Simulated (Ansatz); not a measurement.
The starting structures come from a database of crystals and need not be the phases stable at ambient conditions.

 Where the default PAW files enter, the runs use the earlier of Ansatz's two default sets.

Inside the gap of an insulator the Bloch states are evanescent, with a wavenumber k + iκ along the transport direction.

Given:

```
Li2ZrO6Te
1.0
    5.24582     0.00000     0.00000
   -2.62291     4.92356     0.00000
    2.62291     1.39729     4.32279
Li Zr Te O
2 1 1 6
Cartesian
  2.62291   1.22609   1.19517
  2.62291   4.24038   3.40380
  2.62291   4.91206   0.00372
  0.00000   3.21054   2.14520
  0.66184   1.76545   1.04236
  3.62119   2.27836   2.62912
  6.20861   2.63093   3.71989
  1.54523   4.32896   1.68044
 -0.85769   3.96269   0.54731
  4.55828   4.78588   3.09400
```

Space group of this cell: R3. The cell is taken as given; by PBEsol its mean pressure is -6.5 GPa.

Transport runs along the normal of the first two printed cell vectors, the (101) plane of the conventional cell.

The gap is the functional's own. No spin-orbit coupling. Mid-gap values are interpolated on the energy grid.

Task: Compute, with PBEsol (Ansatz, a first-principles code), the band gap and the smallest decay constant κ at mid-gap.

Result: Gap 2.79 eV on a 8×8×8 mesh; κ = 0.367 1/Å, at the zone centre.
